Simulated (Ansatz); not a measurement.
## YSi2 (within 0.1 Å of I4₁/amd, No. 141, 6 atoms in the cell; start mp-12769; a measured phase of this formula has another space group)

Computed with r²SCAN-D4 (PAW; Ansatz, a program for electronic structure).

Run with plane-wave cutoff 500 eV, 10×10×6 k mesh (along the axes of the cell as run), Fermi–Dirac smearing 0.05 eV, scalar-relativistic PAW data made under PBE.

Cell (relaxed at this level):

Space group C2/c (No. 15); a = 5.621 Å, b = 5.615 Å, c = 7.728 Å, α = 90.00°, β = 111.15°, γ = 90.00°

```
atom  site  symmetry       x       y       z
----  ----  --------  ------  ------  ------
Y       4e         2  0.0000  0.1246  0.7500
Si      8f         1  0.0829  0.3750  0.4151
```
(The calculation used a cell of 6 atoms; values per cell refer to that cell.)

```
Quantity          Value
--------  -------------
band gap  zero (no gap)
```

Spin–orbit coupling is not included.

The computed numbers hold no vibrational or temperature effects.

A start named mp-… is a Materials Project structure, which need not be a measured phase.
